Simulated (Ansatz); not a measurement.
# A self-consistent single point of SnO (Pmn2_1, 4 atoms in the cell) with Ansatz

Method of the run: LDA (PW92), default PAW files made with PBE (plane waves; Ansatz, a first-principles code).

Input:

Ansatz 0.2 input:
```yaml
# SnO
crystal:
  lattice:
    - [3.371775, 0.000000, 0.000000]
    - [0.000000, 5.702470, 0.000000]
    - [0.000000, 0.000000, 4.243080]
  atoms:
    - { symbol: Sn, position_ang: [0.000000, 1.322460, 2.177294] }
    - { symbol: Sn, position_ang: [1.685887, 4.380010, 0.055754] }
    - { symbol: O, position_ang: [0.000000, 5.082326, 3.126556] }
    - { symbol: O, position_ang: [1.685887, 0.620144, 1.005016] }
basis:
  ecutwfc: 30.9 Ry
kpoints:
  mp_grid: { grid: [7, 5, 6] }
hamiltonian:
  xc: lda
  pseudopotentials: { kind: paw }
scf:
  occupations: { method: fixed }
output:
  forces: true
  eigenvalues: true
  stress: true
```

Output, abridged:

```
WARN ansatz: RAYON_NUM_THREADS=1 ignored (pool sized by the plan → 1); use --threads N
Pseudopotentials: kind: paw
Pseudopotential: Sn, paw, valence charge 14
Pseudopotential: O, paw, valence charge 6
Crystal: 4 atoms, lattice volume = 81.584 Å³
Basis set: ecut = 420.4159175005146 eV, 1575 PW (Γ)
Bands: 24, of which v1, the nominal top of the filled ones, is band 20 counted from 1 (19 counted from 0)
Symmetry: 4 space group operations
Space group: Pmn21 (ITA 31), of the structure as read, at distance tolerance 4.3e-5 Å
k-points: 48 of 210 (time reversal used)
PAW frozen core: Sn, regenerated for the run's functional, and the local potential with it
PAW frozen core: O, regenerated for the run's functional, and the local potential with it
Initial density: superposition of atomic densities (neutral atoms: chi_scale 0, normalization atom), corrected by the library's trained network
Initial wavefunctions: pseudopotential atomic-orbital guess
Eigensolver: davidson
Functional: x = slater, c = lda
SCF iter   1: F=—  HF=-12869.267033 eV  |F-HF|=—  |Δ(HF+E_count)|=         —  Δρ=1.53e-2  dr2=1.85e-1  ethr=1.77e-3  ⟨swp⟩=5.0  Hψ=4448  notcnv=0  defer=94
all-band conjugate gradients solve this SCF's bands
preconditioner: auto → Resta (q_TF=auto, 2.423 Å⁻¹)
SCF iter   2: F=—  HF=-12869.233968 eV  |F-HF|=—  |Δ(HF+E_count)|=   3.31e-2  Δρ=7.81e-3  dr2=3.56e-2  ethr=4.63e-4  ⟨swp⟩=2.0  Hψ=1974  notcnv=0  defer=96
SCF iter   3: F=—  HF=-12869.225997 eV  |F-HF|=—  |Δ(HF+E_count)|=   7.97e-3  Δρ=2.01e-3  dr2=1.68e-3  ethr=8.91e-5  ⟨swp⟩=2.0  Hψ=1583  notcnv=0  defer=96
SCF iter   4: F=—  HF=-12869.225428 eV  |F-HF|=—  |Δ(HF+E_count)|=   5.68e-4  Δρ=3.30e-4  dr2=9.04e-5  ethr=4.19e-6  ⟨swp⟩=2.6  Hψ=2074  notcnv=0  defer=96
SCF iter   5: F=—  HF=-12869.225409 eV  |F-HF|=—  |Δ(HF+E_count)|=   1.92e-5  Δρ=6.59e-5  dr2=4.14e-6  ethr=2.26e-7  ⟨swp⟩=2.0  Hψ=1534  notcnv=0  defer=13
SCF iter   6: F=—  HF=-12869.225409 eV  |F-HF|=—  |Δ(HF+E_count)|=   5.09e-7  Δρ=1.57e-5  dr2=2.50e-7  ethr=1.04e-8  ⟨swp⟩=2.4  Hψ=1742  notcnv=0  defer=13
SCF iter   7: F=-12869.225409 eV  HF=-12869.225409 eV  |F-HF|=3.88e-9  |Δ(HF+E_count)|=   2.02e-8  Δρ=2.95e-6  dr2=9.42e-9  ethr=2.50e-10  ⟨swp⟩=7.6  Hψ=5692  notcnv=0
SCF 1 converged in 7 iterations: F = -12869.225409 eV  dr2 = 9.42e-9
SCF converged after 7 iterations
Free energy (F): -12869.225409 eV
Harris-Foulkes:  -12869.225409 eV  (|F-HF|=3.88e-9)
Internal energy: -12869.225409 eV  (E = F + TS)
E sigma→0 (E₀):  -12869.225409 eV
Fermi energy:    6.690196 eV
--- Per-component energies (eV) ---
  E_band       = -272.683027
  E_kinetic    = 718.679967
  E_local      = -3052.580110  (includes V_loc(G=0)·N_el)
  E_nonlocal   = 44.090656
  E_hartree    = 1589.649116
  E_xc         = -901.103706
  E_vxc        = -381.036561  (∫ρ·V_xc dr)
  E_paw        = -8282.309022  (= ΣΔE_a)
  E_vpaw       = -781.138934  (= ΣTr[D̂ρ^β])
  E_aug_tail   = 0.004893  (compensation charges beyond the density's cutoff)
  E_ewald      = -2986.700841
  E_core_change = 1.043639  (= ΣΔE_core)
  E_smearing   = -0.000000  (= −TS)
  E_closure    = -0.000000  (closes the sum)
  Σ components = -12869.225409   (vs F -12869.225409, Δ=0.00e0)
--- Forces (eV/Å), atoms counted from 1 ---
  atom   1  Sn     0.00000000    -0.88987077    -0.27945829
  atom   2  Sn    -0.00000000     0.88987077    -0.27945829
  atom   3  O      0.00000000     0.18279980     0.27943384
  atom   4  O      0.00000000    -0.18279980     0.27943384
  max |Σ_I F_I| component: 4.89e-5 eV/Å
--- Stress (GPa, compression-positive) ---
       -7.446444       0.000000       0.000000
        0.000000      -6.175658      -0.000000
        0.000000      -0.000000      -5.578314
  P = ⅓ Tr σ = -6.4001 GPa (-64.001 kbar)
  The stress holds the Pulay correction. Without it, at fixed plane waves, as pw.x and ABINIT print it: P = -6.8991 GPa
--- Band table (eV; the first three rows and the last of 48) ---
  k-point 0: bands = ["-14.3048", "-14.0227", "-13.9361", "-13.9168", "-13.8908", "-13.8537", "-13.8384", "-13.8302", "-13.7916", "-13.7860", "-11.6142", "-9.9280", "-0.7511", "0.9655", "2.5753", "3.0070", "3.3404", "4.1807", "4.7731", "6.6902", [...]
  k-point 1: bands = ["-14.2898", "-14.0423", "-13.9313", "-13.9164", "-13.8943", "-13.8663", "-13.8349", "-13.8264", "-13.7958", "-13.7885", "-11.4944", "-10.0374", "-0.7020", "0.8559", "2.5140", "3.0918", "3.4705", "4.1131", "4.9699", "6.2434", [...]
  k-point 2: bands = ["-14.2460", "-14.1008", "-13.9197", "-13.9144", "-13.9020", "-13.8885", "-13.8255", "-13.8171", "-13.8037", "-13.7956", "-11.1759", "-10.3382", "-0.5082", "0.4283", "2.7681", "3.3223", "3.6857", "3.9167", "5.1679", "5.3971", [...]
  k-point 47: bands = ["-14.2694", "-14.2694", "-13.9211", "-13.9211", "-13.8523", "-13.8523", "-13.8439", "-13.8439", "-13.7752", "-13.7752", "-10.2044", "-10.2044", "-0.4225", "-0.4225", "2.4658", "2.4658", "3.5886", "3.5886", "6.1372", "6.1372", [...]
```

The run converged in 7 iterations.

The starting cell comes from a database of computed structures (which also holds hypothetical and non-ambient phases and stackings), without a prior relaxation at this level. Its lattice was rescaled by up to half a per cent. With a pressure of about -6 GPa the cell is away from its equilibrium volume at this level. Ansatz's pressure includes its estimate of the finite-basis (Pulay) stress.
